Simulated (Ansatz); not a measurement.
Take InAs in the zinc blende structure (space group F-43m, No. 216) as the base.

```yaml
crystal:
  lattice:
    - [0.00000, 3.05455, 3.05455]
    - [3.05455, 0.00000, 3.05455]
    - [3.05455, 3.05455, 0.00000]
  atoms:
    - { symbol: As, position: [0.75000, 0.75000, 0.75000] }
    - { symbol: In, position: [0.00000, 0.00000, 0.00000] }
```

Cartesian axes are those of the cell as printed.

Method: DFT with r2SCAN, PAW potentials and a 500 eV plane-wave cutoff in Ansatz (a first-principles code), no spin-orbit coupling.

Strains are applied to the cell and any free atomic positions relax; under stress the whole cell relaxes.

One change was made to it. Results:

| quantity | base | after |
|---|---|---|
| energy relative to the base (free energy F) | 0 meV/atom | +9.0 meV/atom |
| band gap | 0.08 eV | zero |

### Question
Which of these changes matches the shifts?
A) isotropic strain +1.45 %
B) isotropic strain +3.93 %
C) tensor shear ε_yz = −3.82 %
D) uniaxial stress, 1 GPa compression along z

### Answer
A, isotropic strain +1.45 %. For comparison, the energy relative to the base in the other runs: tensor shear ε_yz = −3.82 % gives +20 meV/atom; isotropic strain +3.93 % gives +61 meV/atom; uniaxial stress, 1 GPa compression along z gives +1.9 meV/atom.

Beyond what the load breaks, stability against distortions was not tested. All final runs are without spin polarisation. Gaps under 0.05 eV, about the width of the smearing, are given as zero. A zero or small gap of InAs can be the functional's error rather than a property of the material.
